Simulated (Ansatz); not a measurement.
Base system: Mo in the bcc (W type) structure (space group Im-3m, No. 229; a = 3.1115 Å; relaxed with 0.1 eV smearing). Axes: x, y, z lie along the cube axes.

Level of theory: plane-wave PAW DFT at the LDA level (Ansatz, a first-principles code, 420 eV), no spin-orbit coupling.

Strains are applied to the cell and any free atomic positions relax; under biaxial strain the out-of-plane vector relaxes too.

One change was made to it. Results:

| quantity | base | after |
|---|---|---|
| volume per atom | 15.06 Å³ | 15.36 Å³ |
| pressure (mean of the normal stresses, compression positive) | 0.0 GPa | -5.4 GPa |

Task: What was done to the base?
(A) biaxial strain −2.00 %, plane normal [001], relaxed out of plane
(B) biaxial strain +0.50 %, plane normal [001], relaxed out of plane
(C) biaxial strain +1.50 %, plane normal [001], relaxed out of plane
(D) biaxial strain +2.50 %, plane normal [001], relaxed out of plane

Result: C, biaxial strain +1.50 %, plane normal [001], relaxed out of plane. For comparison, the pressure in the other runs: biaxial strain +0.50 %, plane normal [001], relaxed out of plane gives -1.9 GPa; biaxial strain −2.00 %, plane normal [001], relaxed out of plane gives 8.0 GPa; biaxial strain +2.50 %, plane normal [001], relaxed out of plane gives -8.6 GPa.

Stability against distortions was not tested. The final runs are not spin-polarised.
